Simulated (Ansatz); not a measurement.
## CdI2: response to strain

Start from CdI$_{2}$ in the CdI2 type structure (space group P-3m1, No. 164; a = 4.153 Å, c = 6.551 Å; layered, stacked along the Cartesian z axis). Axes: x lies along a and z along c of the hexagonal cell.

Strains are applied to the cell and any free atomic positions relax; under biaxial strain the out-of-plane vector relaxes too.

Method: Kohn–Sham DFT with the PBEsol-D3(BJ) functional, run in Ansatz (an electronic-structure program) with PAW and 420 eV plane waves, scalar-relativistic without spin-orbit coupling.

Candidates:
(a) biaxial strain +2.50 %, plane normal [001], relaxed out of plane
(b) biaxial strain −2.50 %, plane normal [001], relaxed out of plane
(c) biaxial strain +3.00 %, plane normal [001], relaxed out of plane
(d) biaxial strain −0.50 %, plane normal [001], relaxed out of plane

Q: Order them by out-of-plane strain, lowest first.

A: (c) biaxial strain +3.00 %, plane normal [001], relaxed out of plane (-2.70 %), (a) biaxial strain +2.50 %, plane normal [001], relaxed out of plane (-2.23 %), (d) biaxial strain −0.50 %, plane normal [001], relaxed out of plane (+0.43 %), (b) biaxial strain −2.50 %, plane normal [001], relaxed out of plane (+2.08 %)

Whether these cells are dynamically stable was not tested.
